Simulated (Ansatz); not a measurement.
Consider MgSe in the rock salt structure (space group Fm-3m, No. 225; a = 5.4498 Å).

Modification: cell and atoms relaxed at a pressure of 45 GPa.

Levels (all Ansatz, a quantum-chemistry and plane-wave program, PAW): PBEsol (420 eV, without spin-orbit coupling); r2SCAN (500 eV, no spin-orbit coupling); HSE06 (420 eV, scalar-relativistic without spin-orbit coupling).

One geometry, relaxed with PBEsol, under each level:

Notes on the quantities. hole mass: degenerate bands, along [100].

| level | band gap | lowest conduction level above the VBM at special points | electron mass | hole mass | pressure |
|---|---|---|---|---|---|
| PBEsol | 2.29 eV | X 2.29 eV; U 3.09 eV; K 3.09 eV; L 4.07 eV | 0.57 mₑ along k, 0.24 mₑ across (at X) | 0.22, 0.51, 0.51 mₑ (at Γ) | 44.99 GPa |
| r2SCAN | 3.05 eV | X 3.05 eV; U 3.81 eV; K 3.81 eV; L 4.91 eV | 0.55 mₑ along k, 0.25 mₑ across (at X) | 0.24, 0.52, 0.52 mₑ (at Γ) | 48.55 GPa |
| HSE06 | 3.30 eV | X 3.30 eV; U 4.09 eV; K 4.09 eV; Γ 6.80 eV | – | – | – |

Single points use the geometry relaxed with PBEsol. Their cutoffs differ, which shifts pressures a little. The hybrid gap comes from the SCF mesh plus the semilocal run's edge points and a few special points and is an upper bound. Load acts through the strain it causes; cell and atoms are relaxed under it. Masses are band curvatures over ±0.01 Å⁻¹ around the edge. Along k means along the line from Γ to the band edge. Stability against distortions was not tested. Competing high-pressure phases were not computed.
